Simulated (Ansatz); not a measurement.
# What tensor shear ε_xy = +1.14 % does to Mg2Ge

The parent structure is Mg2Ge in the anti-fluorite structure (space group Fm-3m, No. 225; a = 6.286 Å). Axes: x, y, z lie along the cube axes.

It is then changed as follows: a pure shear with ε_xy = ε_yx = 0.0114, atoms relaxed at fixed cell.

All numbers come from Ansatz (a program for electronic structure), LDA, PAW, cutoff 420 eV, without spin-orbit coupling. Γ-centred 13×13×13 mesh, Fermi–Dirac width 0.05 eV.

```json
[
 {"quantity": "volume per atom", "base": "20.70 Å³", "changed": "20.70 Å³", "shift": "0.00 Å³"},
 {"quantity": "space group", "base": "Fm-3m (No. 225)", "changed": "Immm (No. 71)", "shift": "–"},
 {"quantity": "energy relative to the base (free energy F)", "base": "0 meV/atom", "changed": "+1.6 meV/atom", "shift": "+1.6 meV/atom"},
 {"quantity": "pressure (mean of the normal stresses, compression positive)", "base": "0.0 GPa", "changed": "0.0 GPa", "shift": "0.0 GPa"},
 {"quantity": "band gap", "base": "0.10 eV", "changed": "zero", "shift": "–"},
 {"quantity": "stress (xx, yy, zz, yz, xz, xy; compression positive) (rough)", "base": "–", "changed": "(0.0, 0.0, 0.0, 0.0, 0.0, -1.1) GPa", "shift": "–"}
]
```

Final structure:

```
Mg2Ge
1.0
    0.03583     3.14325     3.14325
    3.14325     0.03583     3.14325
    3.17908     3.17908     0.00000
Mg Ge
2 1
Cartesian
  1.58954   1.58954   1.56490
  4.76862   4.76862   4.72159
  0.00000   0.00000   0.00000
```

Cost of the whole job for the changed cell (relaxation, final SCF and bands): roughly 100 core-seconds.

Without a gap, meshes like the base's 13×13×13 leave anisotropic stresses uncertain by several tenths of a GPa, and small strain energies with them. The cells carry an imposed strain or load. No phonon test of stability was made. All final runs are without spin polarisation. A zero or small gap of Mg2Ge can be the functional's error rather than a property of the material.
